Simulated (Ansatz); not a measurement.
The parent structure is Nb in the bcc (W type) structure (space group Im-3m, No. 229; a = 3.248 Å; relaxed with 0.1 eV smearing). Axes: x, y, z lie along the cube axes.

All numbers come from Ansatz (a first-principles code), LDA, PAW, cutoff 420 eV, no spin-orbit coupling.

Before the change:

The pressure comes out as 0.0 GPa and the shortest interatomic distance is 5.316 bohr.

Modification: the cell is stretched by 1.50 % along z with no lateral relaxation; the atoms relax in the strained cell.

Problem. What does the calculation give for the pressure, energy relative to the base and shortest interatomic distance after the change?

Solution. The pressure (mean of the normal stresses, compression positive) goes from zero to -2.7 GPa; the energy rises by 3.2 meV/atom; the shortest interatomic distance increases by 0.027 bohr, from 5.316 bohr to 5.343 bohr.

Whether these cells are dynamically stable was not tested. All final runs are without spin polarisation.
